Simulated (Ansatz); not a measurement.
L1₂ (Cu3Au-type) Ni₃Fe, treated with PBEsol-D3(BJ) (PAW; Ansatz, an electronic-structure program).

Numerical settings: plane-wave cutoff 520 eV, 16×16×16 k mesh, Fermi–Dirac smearing 0.05 eV, spin-polarised with parallel moments, scalar-relativistic PAW data made under PBE.

Equation-of-state points:

```csv
V (Å³/atom),E − E_lowest (meV/atom),P (GPa)
9.700,32.48,17.64
9.906,14.04,11.13
10.113,3.51,5.34
10.319,0.00,0.20
10.526,2.74,-4.37
10.732,11.04,-8.43
10.938,24.28,-12.06
```

Question: What bulk modulus B0 and pressure derivative B′ does a third-order Birch–Murnaghan fit give?

Answer: V0 = 10.328 Å³/atom, B0 = 241 GPa, B′ = 4.9 (fit to the energies at full precision).
